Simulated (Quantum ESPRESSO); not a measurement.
## Short convergence ladders for TaNi₃ (Fmm2, 4 atoms in the cell)

```
TaNi3
1.0
    2.55403     0.00000     3.71566
    2.55403     2.55880     0.00000
    0.00000     2.55880     3.71566
Ta Ni
1 3
Cartesian
  0.00000   0.00000  -0.05000
 -2.55403   2.55880  -3.71566
 -1.27701   1.27940  -1.85783
 -3.83104   3.83820  -5.57349
```

Base method: PBEsol, PSlibrary PAW (PBE) pseudopotentials (plane waves; Quantum ESPRESSO).

Base settings: ecutwfc = 50 Ry; ecutrho = 300 Ry; occupations = smearing; smearing = fermi-dirac; degauss = 0.0073499 Ry; input_dft = pbesol; potentials = {Ta: Ta.pbe-spn-kjpaw_psl.1.0.0.UPF, Ni: Ni.pbe-n-kjpaw_psl.1.0.0.UPF}; K_POINTS = automatic 5 5 5 0 0 0; conv_thr = 1e-10 Ry.

The count of work is k-points × plane waves × bands × iterations; it is no time. Core times come from one kind of shared machine, to one figure; runs under 30 s give none.

**The k-point mesh**

Only quantities that move along the ladder and can be compared are tabulated.

```csv
K_POINTS,free energy less the last step's (meV/atom),pressure (GPa),largest difference of a force vector from the last step's (eV/Å),count of work / last
automatic 2 2 2 0 0 0,115.21,-4.45,0.063,0.056
automatic 3 3 3 0 0 0,0.75,-5.34,0.052,0.047
automatic 4 4 4 0 0 0,0.05,-5.65,0.019,0.11
automatic 5 5 5 0 0 0,0.85,-5.69,0.006,0.16
automatic 7 7 7 0 0 0,-0.75,-5.69,0.007,0.37
automatic 9 9 9 0 0 0,0.38,-5.65,0.000,0.73
automatic 10 10 10 0 0 0,0.00,-5.67,0.000,1.0
```

Coarsest K_POINTS that holds the pressure within 0.05 GPa of the last step, with all finer ones: automatic 4 4 4 0 0 0, at 0.11 of the last step's count of work; the step before is off by 0.34 GPa.

Coarsest K_POINTS that holds the forces within 0.005 eV/Å of the last step, with all finer ones: automatic 9 9 9 0 0 0; the step before is off by 0.007 eV/Å.

Coarsest K_POINTS that holds the free energy within 1 meV/atom of the last step, with all finer ones: automatic 3 3 3 0 0 0, at 0.047 of the last step's count of work; the step before is off by 120 meV/atom.

**The k-point mesh at a smearing width of 0.05 eV**

In this ladder: degauss = 0.0036749 Ry.

Only quantities that move along the ladder and can be compared are tabulated.

| K_POINTS | free energy less the last step's (meV/atom) | largest difference of a force vector from the last step's (eV/Å) | count of work / last | core time / last (rough) |
|---|---|---|---|---|
| automatic 4 4 4 0 0 0 | 0.51 | 0.026 | 0.096 | 0.2 |
| automatic 6 6 6 0 0 0 | 3.28 | 0.007 | 0.21 | 0.3 |
| automatic 9 9 9 0 0 0 | 1.64 | 0.008 | 0.58 | 0.7 |
| automatic 11 11 11 0 0 0 | 0.00 | 0.000 | 1.0 | 1 |

Coarsest K_POINTS that holds the forces within 0.02 eV/Å of the last step, with all finer ones: automatic 6 6 6 0 0 0, at 0.21 of the last step's count of work and about 0.3 of the last step's time; the step before is off by 0.026 eV/Å.

Coarsest K_POINTS that holds the free energy within 2 meV/atom: not settled: the last two steps still differ by 1.6 meV/atom, over half the tolerance, so the ladder does not show it.

**The SCF threshold**

The mesh stays at the base's, so the ladder's end is converged at best in this setting alone.

Only quantities that move along the ladder and can be compared are tabulated.

| conv_thr | free energy less the last step's (meV/atom) | largest difference of a force vector from the last step's (eV/Å) | count of work / last |
|---|---|---|---|
| 0.0073 Ry | 26.28 | 0.237 | 0.31 |
| 7.3e-05 Ry | 0.03 | 0.046 | 0.44 |
| 7.3e-07 Ry | 0.00 | 0.003 | 0.56 |
| 7.3e-09 Ry | 0.00 | 0.000 | 0.69 |
| 1e-10 Ry | 0.00 | 0.000 | 0.81 |
| 7.3e-14 Ry | 0.00 | 0.000 | 1.0 |

Coarsest conv_thr that holds the free energy within 1 meV/atom of the last step, with all finer ones: 7.3e-05 Ry, at 0.44 of the last step's count of work; the step before is off by 26 meV/atom.

Coarsest conv_thr that holds the forces within 0.005 eV/Å of the last step, with all finer ones: 7.3e-07 Ry; the step before is off by 0.046 eV/Å.

On the base run: the starting cell comes from a database of computed structures (which also holds hypothetical and non-ambient phases and stackings), without a prior relaxation at this level. Its lattice was rescaled by up to half a per cent. One atom was moved a little off its site on purpose. Spin polarisation is off. In the base run, with a pressure of about -6 GPa the cell is away from its equilibrium volume at this level. Without a gap this mesh is coarse (it stands for a supercell whose shortest vector is 18 Å).
